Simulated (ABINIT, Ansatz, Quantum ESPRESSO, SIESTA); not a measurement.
## BeB2 (P6/mmm, 3 atoms in the cell) computed with different codes at matched settings

Self-consistent single point.

```yaml
crystal:
  lattice:
    - [2.92969, 0.00000, 0.00000]
    - [-1.46484, 2.53719, 0.00000]
    - [0.00000, 0.00000, 2.87733]
  atoms:
    - { symbol: Be, position: [0.00000, 0.00000, 0.00000] }
    - { symbol: B, position: [0.33333, 0.66667, 0.50000] }
    - { symbol: B, position: [0.66667, 0.33333, 0.50000] }
```

All programs got the same cell, k-point mesh and kind of occupations (in Ansatz's words: kpoints.mp_grid.grid = 13 13 11; scf.occupations.method = fermi_dirac; scf.occupations.width = 0.136 eV); potentials, basis and cutoffs are each program's usual ones.

```json
[
 {"code": "Quantum ESPRESSO", "model": "PBEsol, PseudoDojo standard norm-conserving (PBESOL) pseudopotentials", "pressure (GPa)": "-1.69", "k-points": "126", "cutoff": "90 Ry"},
 {"code": "ABINIT", "model": "PBEsol, norm-conserving pseudopotentials (PseudoDojo nc-sr-04 PBEsol standard)", "pressure (GPa)": "-1.69", "k-points": "126", "cutoff": "1197 eV"},
 {"code": "SIESTA", "model": "GGA PBEsol, numerical atomic orbitals DZP, PseudoDojo PBEsol standard norm-conserving potentials (rewritten from UPF to PSML)", "pressure (GPa)": "0.59", "k-points": "930", "cutoff": "grid 350 Ry"},
 {"code": "Ansatz", "model": "PBEsol, PAW files made with PBE", "pressure (GPa)": "-2.43", "k-points": "126", "cutoff": "default"}
]
```

The spread over the programs that give each value: pressure within 3.02 GPa.

The starting cell comes from a database of computed structures (which also holds hypothetical and non-ambient phases and stackings), without a prior relaxation at this level.

Problem. Why do the programs differ, and what cannot be compared?

Solution. Differences of this kind can come from the potentials, where these differ, and from what each basis and cutoff leave unconverged. The valence holds different numbers of electrons (Quantum ESPRESSO 10, ABINIT 10, SIESTA 10, Ansatz (a quantum-chemistry and plane-wave program) 8). The zero of total energies and Fermi levels follows the potentials and each program's conventions, so they are not compared here. SIESTA uses small atom-centred bases, whose incompleteness enters pressures, forces and empty levels differently from a plane-wave cutoff. Ansatz's pressure is given at a fixed set of plane waves, as the other plane-wave codes print theirs; with its correction for the finite basis it is -2.28 GPa. The programs reduce the same mesh by symmetry to different extents, which changes the work and not the result. In the pressure, SIESTA (by 2.28) lies more than 1 GPa from the median of the plane-wave programs.

Left out of this page: GPAW, Elk and FLEUR (not drawn, or without a comparable value).

Keys are those of Ansatz 0.2.
